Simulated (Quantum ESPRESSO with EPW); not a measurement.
AlAs: phonon-limited hole drift mobility along x at 300 K against the coarse meshes from which the couplings are interpolated (Quantum ESPRESSO with EPW, LDA, PseudoDojo 0.4 norm-conserving potentials with their local tails restored to the Coulomb form, DFPT electron-phonon coupling, iterative Boltzmann equation). Each run picks its fine mesh from its own bands, so these can differ.

```cif
data_AlAs
_chemical_formula_sum 'Al1 As1'
_space_group_name_H-M_alt 'P 1'
_space_group_IT_number 1
_cell_length_a 3.97487
_cell_length_b 3.97487
_cell_length_c 3.97487
_cell_angle_alpha 60.000
_cell_angle_beta 60.000
_cell_angle_gamma 60.000
loop_
_space_group_symop_operation_xyz
  'x, y, z'
loop_
_atom_site_label
_atom_site_type_symbol
_atom_site_fract_x
_atom_site_fract_y
_atom_site_fract_z
_atom_site_occupancy
Al1 Al 0.00000 0.00000 0.00000 1
As1 As 0.25000 0.25000 0.25000 1
```

```csv
coarse k,coarse q,fine mesh,Wannier miss near the edge (meV),μ (cm²/(V·s)),move from a fine mesh of 0.7 the divisions,against the last row
6×6×6,3×3×3,50×50×50,9,88.2,17 %,+3 %
8×8×8,4×4×4,50×50×50,6,82.6,14 %,-3 %
12×12×12,4×4×4,50×50×50,2,85.3,21 %,-
```

The last step in the coarse meshes, 8×8×8/4×4×4 to 12×12×12/4×4×4, moves the value by 3 %, and the fine meshes of those two rows move it by up to 21 %. The step can't be told from the fine-mesh error, so the table bounds the uncertainty at about that size and doesn't show convergence below it.

Dilute carriers, scattering by harmonic phonons alone, dynamical quadrupoles left out; computed gap 1.32 eV. Without spin-orbit coupling the valence bands stay degenerate, which lowers hole mobilities. Leaving out quadrupoles slows convergence with the coarse q mesh and, in piezoelectric crystals, misstates scattering by acoustic modes, which can move the mobility by tens of per cent or more, whatever the mesh. Geometry: relaxed with this functional.
